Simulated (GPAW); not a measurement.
Input and output of a self-consistent single point for TePb₂Se (P1, 4 atoms in the cell) (GPAW).

Method of the run: LDA (Perdew-Wang 92), GPAW PAW datasets LDA (gpaw-data 1.0.1) (plane waves; GPAW).

The change in words: lattice scaled by 0.98. Reference geometry:
```
CELL_PARAMETERS angstrom
      2.24710     1.29736     7.33500
     -2.24710     1.29736     7.33500
      0.00000    -2.59473     7.33500
ATOMIC_POSITIONS crystal
  Te 0.49703 0.50014 0.50321
  Pb 0.75391 0.73928 0.74052
  Pb 0.25232 0.25663 0.25605
  Se 0.99674 0.00395 0.00021
```

Reference input (self-consistent single point, DFT LDA (Perdew-Wang 92), plane waves, GPAW PAW datasets LDA (gpaw-data 1.0.1)): mode = pw; ecut = 550 eV; xc = LDA; kpts = 3 3 3; mesh shift (steps) = 0 0 0; occupations.name = fixed-uniform; nbands = -4; convergence.bands = -2; symmetry.symmorphic = false; symmetry.tolerance = 0.0005; maxiter = 150. This run's input differs from it in these lines:

```diff
@@ -5,9 +5,9 @@
 atoms = Atoms(['Te', 'Pb', 'Pb', 'Se'],
-              cell=[[2.247100, 1.297364, 7.334997],
-                    [-2.247100, 1.297364, 7.334997],
-                    [0.000000, -2.594728, 7.334997]],
-              positions=[[-0.006973, -0.012007, 11.005290],
-                         [0.032868, 0.015764, 16.384263],
-                         [-0.009701, -0.004098, 5.611295],
-                         [-0.016195, 0.000341, 0.006660]],
+              cell=[[2.202158, 1.271417, 7.188297],
+                    [-2.202158, 1.271417, 7.188297],
+                    [0.000000, -2.542833, 7.188297]],
+              positions=[[-0.006833, -0.011766, 10.785184],
+                         [0.032211, 0.015450, 16.056578],
+                         [-0.009507, -0.004016, 5.499069],
+                         [-0.015871, 0.000334, 0.006527]],
               pbc=True)
```

Output (repeated stretches shortened):

```
     iter     time        total  log10-change:
                         energy   eigst   dens
iter:   1 --:--:--   -19.103734   +0.13
iter:   2 --:--:--   -19.050827   -1.04  -1.32
iter:   3 --:--:--   -18.818819   -1.69  -1.37
iter:   4 --:--:--   -18.807424   -2.02  -1.64
iter:   5 --:--:--   -18.794866   -2.51  -1.83
iter:   6 --:--:--   -18.796012c  -3.66  -2.10
iter:   7 --:--:--   -18.787336c  -3.02  -2.21
iter:   8 --:--:--   -18.787133c  -3.92  -2.89
iter:   9 --:--:--   -18.786963c  -4.30  -3.08
iter:  10 --:--:--   -18.786977c  -5.60  -3.15
   [... 8 lines left out ...]
iter:  19 --:--:--   -18.786918c  -7.09  -3.78
iter:  20 --:--:--   -18.786916c  -6.71  -3.83
iter:  21 --:--:--   -18.786915c  -7.06  -3.92
iter:  22 --:--:--   -18.786915c  -6.57  -3.95
iter:  23 --:--:--   -18.786915c  -7.24  -4.02c
iter:  24 --:--:--   -18.786915c  -7.18  -4.08c
iter:  25 --:--:--   -18.786914c  -7.71c -4.22c
Converged after 25 iterations.

Dipole moment: (0.793843, 0.054755, -0.310010) |e|*Ang

Energy contributions relative to reference atoms: (reference = -1384596.537045)

Kinetic:        +34.198257
Potential:      -34.717466
External:        +0.000000
XC:             -18.309789
Entropy (-ST):   +0.000000
Local:           +0.042083
SIC:             +0.000000
--------------------------
Free energy:    -18.786914
Extrapolated:   -18.786914

Showing only first 2 kpts
 Kpt  Band  Eigenvalues  Occupancy
  0    18      4.99315    2.00000
  0    19      5.96467    2.00000
  0    20      6.35092    0.00000
  0    21      7.25118    0.00000

  1    18      4.06742    2.00000
  1    19      4.60090    2.00000
  1    20      7.86867    0.00000
  1    21      8.77360    0.00000

Fermi level: 6.15779

Gap: 0.386 eV
Transition (v -> c):
   [... lines left out ...]
Energy (eV): -18.786914

Forces in eV/Ang:
  0 Te   -0.01011    0.03429    0.02127
  1 Pb   -0.05942   -0.02797   -0.01466
  2 Pb    0.05620    0.02276   -0.01167
  3 Se    0.01427   -0.02864    0.00452

Stress tensor:
     0.003437    -0.000256    -0.000216
    -0.000256     0.003704    -0.000115
    -0.000216    -0.000115     0.009260
Stress (GPa, Voigt): [ 0.5506  0.5934  1.4836 -0.0185 -0.0347 -0.0411]
```

The run converged in 25 iterations. GPAW prints stress with tension positive. Against the reference run the free energy goes down by 26.0 meV/atom, the pressure goes from -3.51 to -0.88 GPa, the largest force goes from 0.073 to 0.067 eV/Å and the gap on the mesh goes from 0.532 to 0.386 eV.

The starting cell comes from a database of computed structures (which also holds hypothetical and non-ambient phases and stackings), without a prior relaxation at this level. Its atoms were displaced at random from the sites of space group no. 166. For this run, on top of that: lattice scaled by 0.98. Spin-orbit coupling is off.

Cost on one core of a shared machine: roughly 80 s.
